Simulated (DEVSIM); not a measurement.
Structure: Cr/Si3N4/p-GaAs capacitor, at 300 K.

```csv
layer (left to right),material,thickness (nm),Na (cm⁻³)
1,Si3N4,4.80,-
2,GaAs,610,1.1e18
```

Metal gate on the left, work function 4.5 eV. Fixed charge at the semiconductor interface 0 cm⁻² (in units of +e); no interface traps.

Constants are typed, rounded textbook-type inputs, not results; the design itself was drawn at random and stands for no fabricated device. Values at 300 K.

| parameter | Si3N4 | GaAs |
|---|---|---|
| gap (eV) | 5.1 | 1.424 |
| affinity (eV) | 2.1 | 4.07 |
| permittivity | 7.5 | 12.9 |
| Nc (cm⁻³) | - | 4.7e17 |
| Nv (cm⁻³) | - | 9e18 |

Simulated with DEVSIM: 1D Poisson equation in equilibrium, Boltzmann statistics, complete ionisation; no quantum confinement or tunnelling. Metal contacts follow the ideal Schottky-Mott rule: no Fermi-level pinning, no interface dipoles.

Question: Tabulate band edges, carrier densities and field at 0.4 V on the gate.

Answer: Energies count from the Fermi level of the right contact; mesh points crowd at the junctions.

```tsv
x (μm)	Ec (eV)	Ev (eV)	n (cm⁻³)	p (cm⁻³)	field (V/cm)
0.000	2.000	-3.100	< 1e2	< 1e2	900000
0.0008359	2.075	-3.025	< 1e2	< 1e2	900000
0.001973	2.177	-2.923	< 1e2	< 1e2	900000
0.003275	2.294	-2.806	< 1e2	< 1e2	900000
0.004569	2.410	-2.690	< 1e2	< 1e2	900000
0.005382	0.491	-0.933	2.7e9	1900	510000
0.006843	0.564	-0.860	1.6e8	32000	490000
0.01085	0.748	-0.676	130000	4.0e7	430000
0.01688	0.979	-0.445	< 1e2	3.0e11	340000
0.02797	1.256	-0.168	< 1e2	1.4e16	160000
0.04832	1.368	-0.056	< 1e2	1.0e18	3900
0.1041	1.370	-0.054	< 1e2	1.1e18	≈ 0
0.1882	1.370	-0.054	< 1e2	1.1e18	≈ 0
0.3393	1.370	-0.054	< 1e2	1.1e18	≈ 0
0.4929	1.370	-0.054	< 1e2	1.1e18	≈ 0
0.5490	1.370	-0.054	< 1e2	1.1e18	≈ 0
0.5795	1.370	-0.054	< 1e2	1.1e18	≈ 0
0.5961	1.370	-0.054	< 1e2	1.1e18	≈ 0
0.6071	1.370	-0.054	< 1e2	1.1e18	≈ 0
0.6112	1.370	-0.054	< 1e2	1.1e18	≈ 0
0.6133	1.370	-0.054	< 1e2	1.1e18	≈ 0
0.6148	1.370	-0.054	< 1e2	1.1e18	≈ 0
```
